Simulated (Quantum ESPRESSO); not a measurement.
Worked example: self-consistent single point of SrNiGe (Pnma, 12 atoms in the cell) in Quantum ESPRESSO.

Level of theory: LDA (PZ), PSlibrary ultrasoft (LDA) pseudopotentials (plane waves; Quantum ESPRESSO 7.5).

```
SrNiGe
1.0
    5.74540     0.00000     0.00000
    0.00000     4.18649     0.00000
    0.00000     0.00000    11.40013
Sr Ni Ge
4 4 4
Direct
  0.11965   0.25000   0.64362
  0.88035   0.75000   0.35638
  0.38035   0.75000   0.14362
  0.61965   0.25000   0.85638
  0.10000   0.25000   0.95640
  0.90000   0.75000   0.04360
  0.40000   0.75000   0.45640
  0.60000   0.25000   0.54360
  0.36493   0.25000   0.37163
  0.63507   0.75000   0.62837
  0.13507   0.75000   0.87163
  0.86493   0.25000   0.12837
```

Reference input (self-consistent single point, DFT, LDA (PZ), plane waves, PSlibrary ultrasoft (LDA) pseudopotentials): ecutwfc = 50 Ry; ecutrho = 350 Ry; occupations = smearing; smearing = fd; degauss = 0.0073499 Ry; K_POINTS = automatic 5 7 3 0 0 0; conv_thr = 1e-10 Ry; mixing_beta = 0.3. This run's input differs from it in these lines:

```diff
@@ -12,4 +12,4 @@
  ntyp = 3,
- ecutwfc = 50,
- ecutrho = 350,
+ ecutwfc = 40,
+ ecutrho = 280,
  occupations = 'smearing',
```

Output (repeated stretches shortened):

```
     Self-consistent Calculation

     iteration #  1     ecut=    40.00 Ry     beta= 0.30

     total energy              =    -727.98637707 Ry
     estimated scf accuracy    <       4.60593293 Ry

     iteration #  2     ecut=    40.00 Ry     beta= 0.30

     total energy              =    -725.92278493 Ry
     estimated scf accuracy    <      44.48927742 Ry

     iteration #  3     ecut=    40.00 Ry     beta= 0.30

     total energy              =    -729.56683179 Ry
     estimated scf accuracy    <       0.49824630 Ry

   [... 12 blocks of this kind left out ...]

     iteration # 16     ecut=    40.00 Ry     beta= 0.30

     total energy              =    -729.65920580 Ry
     estimated scf accuracy    <       0.00000004 Ry

     iteration # 17     ecut=    40.00 Ry     beta= 0.30
     End of self-consistent calculation

     the Fermi energy is     7.9546 ev

!    total energy              =    -729.65920581 Ry
     estimated scf accuracy    <          9.1E-11 Ry
     smearing contrib. (-TS)   =      -0.01631248 Ry
     internal energy E=F+TS    =    -729.64289333 Ry

     convergence has been achieved in  17 iterations

     Forces acting on atoms (cartesian axes, Ry/au):

     atom    1 type  1   force =     0.00204363    0.00000000   -0.00272623
     atom    2 type  1   force =    -0.00204363   -0.00000000    0.00272623
     atom    3 type  1   force =    -0.00204363    0.00000000   -0.00272623
     atom    4 type  1   force =     0.00204363    0.00000000    0.00272623
     atom    5 type  2   force =    -0.00702337    0.00000000   -0.00088698
   [... lines left out ...]

     Total force =     0.027658     Total SCF correction =     0.000014

          total   stress  (Ry/bohr**3)                   (kbar)     P=      -48.14
  -0.00029830   0.00000000   0.00000000          -43.88        0.00        0.00
   0.00000000  -0.00037380   0.00000000            0.00      -54.99        0.00
   0.00000000   0.00000000  -0.00030966            0.00        0.00      -45.55

   JOB DONE.
```

The run converged in 17 iterations. Against the reference run the free energy rises by 16.8 meV/atom, the pressure moves little (-4.82 to -4.81 GPa) and the largest force moves little (0.295 to 0.293 eV/Å).

The starting cell comes from a database of computed structures (which also holds hypothetical and non-ambient phases and stackings), without a prior relaxation at this level. Spin polarisation is off.

Cost on one core of a shared machine: roughly 5 min.
